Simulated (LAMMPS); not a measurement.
Melting line of Ag (fcc) by solid-liquid coexistence.

Level of theory: classical MD, pair style eam, the elements' _u3.eam files (universal-3 set of Foiles, Baskes and Daw); code LAMMPS.

```tsv
P (GPa)	melting point	enthalpy of fusion	solid	liquid
0	1150 ± 23 K	0.13 eV/atom	18.62 Å³/atom	20.02 Å³/atom
2	1300 ± 26 K	0.13 eV/atom	18.27 Å³/atom	19.45 Å³/atom
5	1500 ± 30 K	0.15 eV/atom	17.78 Å³/atom	18.78 Å³/atom
```

Measured melting point at ambient pressure: 1235 K (Wikipedia, Melting points of the elements (data page)).

Caution: the error of the potential's melting point is set to 2 % at least, a picked allowance for cell size and run length.

Compare the slope of the melting line with the Clausius-Clapeyron value from the lowest pressure. T ΔV/ΔH = 1151 K × 1.40 Å³ / 0.129 eV = 78 K/GPa (1 eV/Å³ = 160.2 GPa); the first two rows give 76 K/GPa, within the errors of the melting points.
